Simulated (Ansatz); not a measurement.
A computed series for Ti5Si3: response to strain

Start from Ti$_{5}$Si$_{3}$ (space group P6_3/mcm, No. 193; a = 7.4035 Å, c = 5.0689 Å). Axes: x lies along a and z along c of the hexagonal cell.

Strains are applied to the cell and any free atomic positions relax; under biaxial strain the out-of-plane vector relaxes too.

The values are results of PBEsol, PAW, 420 eV (Ansatz, a quantum-chemistry and plane-wave program; no spin-orbit coupling), not measurements.

Notes on the quantities. pressure: mean of the normal stresses, compression positive.

```csv
variant,shortest interatomic distance,pressure
base,4.789 bohr,0.0 GPa
"biaxial strain −2.74 %, plane normal [001], relaxed out of plane",4.691 bohr,8.1 GPa
isotropic strain −4.05 %,4.595 bohr,24.0 GPa
uniaxial strain ε_yy = −3.47 %,4.680 bohr,6.2 GPa
```

Without a gap, meshes like the base's 6×6×8 leave anisotropic stresses uncertain by several tenths of a GPa, and small strain energies with them. Stability against distortions was not tested. The final runs are not spin-polarised.
